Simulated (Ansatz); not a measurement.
Consider a periodic stack without vacuum, bcc V (1 1 1) on zinc-blende AlAs (1 1 1) (film strained to the substrate, started from cuts of the bulks and a machine-learned relaxation; slabs Al4As4 and V12, which can lie off the formulas): substrate slab Al4As4, film V12, surface cells [[0, -1], [1, -1]] and [[1, -1], [1, 0]], film strained by -4.4 and -4.4 %, outermost planes Al/As and V/V as cut, which need not be the usual terminations and can put a slab off its formula. Its start:

```
AlV3As
1.0
    4.05074     0.00000     0.07022
    2.02537     3.50805    -0.00021
   -0.55544    -0.87949    23.06133
Al As V
4 4 12
Direct
  0.74014   0.26438   0.02391
  0.10466   0.56352   0.18188
  0.39597   0.99743   0.32368
  0.48559   0.73026   0.45297
  0.06870   0.61224   0.07512
  0.43006   0.91512   0.21607
  0.71663   0.34754   0.35918
  0.13278   0.44108   0.50353
  0.45336   0.80266   0.57308
  0.79522   0.11858   0.53807
  0.77225   0.16610   0.65551
  0.11180   0.48576   0.61629
  0.09518   0.52484   0.73539
  0.43371   0.84536   0.69482
  0.42092   0.88034   0.81523
  0.75796   0.20235   0.77539
  0.74896   0.23304   0.89680
  0.08461   0.55644   0.85428
  0.07791   0.58328   0.96953
  0.41249   0.90949   0.93627
```

The start was prepared with a machine-learned potential, and the result is one local minimum, with the in-plane cell held and forces under 0.04 eV/Å; the film can end far from its bulk form.

These are PBE (plane waves to 420 eV, PAW; Ansatz, a first-principles code) values and carry that method's errors. Spin–orbit coupling is left out; the runs are not spin-polarised; PBE gaps are too small against experiment. Its k-point mesh 9×9×1, Fermi–Dirac width 0.05 eV.

Question: Predict the relaxed interface.

Answer: The interface area is 14.2 Å² and the period comes out as 23.19 Å. The heights between the nearest atoms of the two slabs at the two interfaces is 0.81 and 1.28 Å and the Al–V contacts across the interfaces within 1.22 times the sum of covalent radii is 11, mean 2.89 Å. The As–V contacts across the interfaces within 1.22 times the sum of covalent radii comes out as 8, mean 2.63 Å.
